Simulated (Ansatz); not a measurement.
Consider CdSe in the zinc blende structure (space group F-43m, No. 216; a = 6.1964 Å).

Computed with PBE in Ansatz (plane waves to 420 eV, PAW, scalar-relativistic without spin-orbit coupling).

For the base:

| Property | Value |
|---|---|
| Band gap | 0.49 eV |
| Electron mass | 0.052 mₑ (at Γ) |

Perturbation: every lattice vector is shortened by 2.50 %; the atoms relax in the strained cell.

### Question
What happens to the band gap, energy relative to the base and electron mass?

### Answer
The band gap rises by 0.16 eV (0.49 eV → 0.65 eV); the energy grows by 26 meV/atom; the electron mass becomes 0.063 mₑ (at Γ) (base: 0.052 mₑ (at Γ)).

Effective masses come from finite differences of ±0.01 Å⁻¹. Whether these cells are dynamically stable was not tested.

Ansatz is an electronic-structure program.
